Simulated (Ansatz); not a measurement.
# Al: isotropic strain −3.26 %

The reference is Al in the fcc (Cu type) structure (space group Fm-3m, No. 225; a = 3.992 Å).

Perturbation: every lattice vector is shortened by 3.26 %; the atoms relax in the strained cell.

Level of theory: Ansatz (a quantum-chemistry and plane-wave program) r2SCAN, no SOC. Γ-centred 20×20×20 mesh, Fermi–Dirac width 0.05 eV.

```csv
quantity,base,changed,shift
volume per atom,15.90 Å³,14.40 Å³,-1.505 Å³
shortest interatomic distance,2.823 Å,2.731 Å,-0.092 Å
energy relative to the base (free energy F),0 meV/atom,+50 meV/atom,+50 meV/atom
band gap,zero,zero,–
```

No phonon test of stability was made.
